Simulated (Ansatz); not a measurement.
Output of an Ansatz run (abridged):

```
WARN the atoms were moved onto the symmetric positions of the space group found under crystal.symmetry.tolerance 1.0e-5 (fractional …
Pseudopotentials: kind: paw
Pseudopotential: Mg, paw, valence charge 10
Crystal: 4 atoms, lattice volume = 96.839 Å³
Basis set: ecut = 620 eV, 3439 PW (Γ), exchange–correlation on 54×54×180 points (8 copies of the dense FFT grid, shifted against one another)
Bands: 24, of which v1, the nominal top of the filled ones, is band 20 counted from 1 (19 counted from 0)
Symmetry: 24 space group operations
Space group: P63/mmc (ITA 194), of the structure as read, at distance tolerance 4.6e-5 Å
k-points: 38 of 432
PAW frozen core: Mg, regenerated for the run's functional, and the local potential with it
Initial density: superposition of atomic densities (chi_scale 0.1, normalization cell)
Initial wavefunctions: pseudopotential atomic-orbital guess
Eigensolver: davidson
Functional: x = revpbe(κ = 1.245, μ = 0.2195149727645171), c = pbe(β = 0.06672455060314922)
SCF iter   1: F=—  HF=-7703.489485 eV  |F-HF|=—  |Δ(HF+E_count)|=         —  Δρ=1.38e-2  dr2=2.24e-1  ethr=3.10e-3  ⟨swp⟩=6.0  Hψ=3958  notcnv=0
all-band conjugate gradients solve this SCF's bands
preconditioner: auto → Kerker (q_TF=auto, 2.354 Å⁻¹)
SCF iter   2: F=—  HF=-7703.497091 eV  |F-HF|=—  |Δ(HF+E_count)|=   7.61e-3  Δρ=9.80e-3  dr2=1.18e-1  ethr=5.59e-4  ⟨swp⟩=1.5  Hψ=1262  notcnv=0
SCF iter   3: F=—  HF=-7703.490799 eV  |F-HF|=—  |Δ(HF+E_count)|=   6.29e-3  Δρ=2.14e-3  dr2=6.16e-3  ethr=2.96e-4  ⟨swp⟩=2.0  Hψ=1042  notcnv=0
SCF iter   4: F=—  HF=-7703.488950 eV  |F-HF|=—  |Δ(HF+E_count)|=   1.85e-3  Δρ=2.40e-4  dr2=3.71e-5  ethr=1.54e-5  ⟨swp⟩=1.5  Hψ=948  notcnv=0
SCF iter   5: F=—  HF=-7703.488968 eV  |F-HF|=—  |Δ(HF+E_count)|=   1.76e-5  Δρ=4.73e-5  dr2=2.22e-6  ethr=9.27e-8  ⟨swp⟩=3.0  Hψ=1742  notcnv=0
SCF iter   6: F=—  HF=-7703.488968 eV  |F-HF|=—  |Δ(HF+E_count)|=   1.70e-7  Δρ=1.99e-5  dr2=2.67e-7  ethr=5.55e-9  ⟨swp⟩=2.4  Hψ=1682  notcnv=0
SCF iter   7: F=-7703.488968 eV  HF=-7703.488968 eV  |F-HF|=3.40e-9  |Δ(HF+E_count)|=   5.88e-8  Δρ=3.32e-6  dr2=1.06e-8  ethr=2.50e-10  ⟨swp⟩=5.8  Hψ=3569  notcnv=0
SCF 1 converged in 7 iterations: F = -7703.488968 eV  dr2 = 1.06e-8
SCF converged after 7 iterations
Free energy (F): -7703.488968 eV
Harris-Foulkes:  -7703.488968 eV  (|F-HF|=3.40e-9)
Internal energy: -7703.471956 eV  (E = F + TS)
E sigma→0 (E₀):  -7703.480462 eV
Entropy (-TS):   -0.017012 eV (-4.253 meV/atom)
Fermi energy:    5.239941 eV
--- Per-component energies (eV) ---
  E_band       = -1448.198174
  E_kinetic    = 751.289661
  E_local      = -6218.719931  (includes V_loc(G=0)·N_el)
  E_nonlocal   = -415.750213
  E_hartree    = 2386.817327
  E_xc         = -217.779253
  E_vxc        = -280.132527  (∫ρ·V_xc dr)
  E_paw        = -1113.974210  (= ΣΔE_a)
  E_vpaw       = -58.517688  (= ΣTr[D̂ρ^β])
  E_aug_tail   = 0.000174  (compensation charges beyond the density's cutoff)
  E_ewald      = -2875.282067
  E_core_change = -0.073445  (= ΣΔE_core)
  E_smearing   = -0.017012  (= −TS)
  E_closure    = 0.000000  (closes the sum)
  Σ components = -7703.488968   (vs F -7703.488968, Δ=0.00e0)
--- Forces (eV/Å), atoms counted from 1 ---
  atom   1  Mg     0.00000000    -0.00000000     0.00000000
   [... zero for the other atoms too ...]
  max |Σ_I F_I| component: 4.63e-18 eV/Å
--- Stress (GPa, compression-positive) ---
       -0.667914       0.000000       0.000000
        0.000000      -0.667914       0.000000
        0.000000       0.000000      -1.043553
  P = ⅓ Tr σ = -0.7931 GPa (-7.931 kbar)
  The stress holds the Pulay correction. Without it, at fixed plane waves, as pw.x and ABINIT print it: P = -0.7964 GPa
--- Band table (eV; the first three rows and the last of 38) ---
  k-point 0: bands = ["-70.9522", "-70.9520", "-70.9468", "-70.9466", "-37.5844", "-37.5742", "-37.5682", "-37.5625", "-37.5625", "-37.5619", "-37.5619", "-37.5579", "-37.5566", "-37.5566", "-37.5560", "-37.5560", "-1.4271", "-0.0823", "-0.0818", [...]
  k-point 1: bands = ["-70.9522", "-70.9521", "-70.9468", "-70.9467", "-37.5828", "-37.5783", "-37.5641", "-37.5624", "-37.5624", "-37.5620", "-37.5620", "-37.5596", "-37.5565", "-37.5565", "-37.5561", "-37.5561", "-1.2767", "-0.8269", "0.9506", [...]
  k-point 2: bands = ["-70.9521", "-70.9519", "-70.9467", "-70.9465", "-37.5839", "-37.5742", "-37.5687", "-37.5638", "-37.5629", "-37.5625", "-37.5622", "-37.5582", "-37.5577", "-37.5573", "-37.5570", "-37.5563", "-1.2949", "0.0480", "0.0485", [...]
  k-point 37: bands = ["-70.9505", "-70.9505", "-70.9453", "-70.9453", "-37.5783", "-37.5773", "-37.5773", "-37.5764", "-37.5744", "-37.5744", "-37.5696", "-37.5696", "-37.5652", "-37.5652", "-37.5644", "-37.5625", "4.8282", "4.8282", "4.8289", [...]
```

The structure:

```xyz
4
Lattice="3.2531 0.0000 0.0000 -1.6265 2.8172 0.0000 0.0000 0.0000 10.5665" Properties=species:S:1:pos:R:3 pbc="T T T"
Mg     0.0000     0.0000     0.0000
Mg     0.0000     0.0000     5.2833
Mg     0.0000     1.8782     2.6416
Mg     1.6265     0.9391     7.9249
```

Q: Reconstruct the input of this run.

A: Other spellings and defaults could give the same log, and not every line can be read from it. The input that was run (DFT, revPBE, plane waves, harder PAW files (source: ansatz) made with PBE):

Ansatz 0.2 input:
```yaml
# Mg
crystal:
  lattice:
    - [3.253074, 0.000000, 0.000000]
    - [-1.626537, 2.817244, 0.000000]
    - [0.000000, 0.000000, 10.566513]
  atoms:
    - { symbol: Mg, position: [0.000000, 0.000000, 0.000000] }
    - { symbol: Mg, position: [0.000000, 0.000000, 0.500000] }
    - { symbol: Mg, position: [0.333333, 0.666667, 0.250000] }
    - { symbol: Mg, position: [0.666667, 0.333333, 0.750000] }
basis:
  ecutwfc: 620.0
kpoints:
  mp_grid: { grid: [12, 12, 3] }
hamiltonian:
  xc: revpbe
  pseudopotentials: { kind: paw, source: ansatz }
scf:
  occupations: { method: fermi_dirac, width: 0.05 }
output:
  forces: true
  eigenvalues: true
  stress: true
```

The starting cell comes from a database of computed structures (which also holds hypothetical and non-ambient phases and stackings), without a prior relaxation at this level. Its lattice was rescaled by a random factor within 2.5 % of one. Ansatz's pressure includes its estimate of the finite-basis (Pulay) stress.

Ansatz is a quantum-chemistry and plane-wave program.
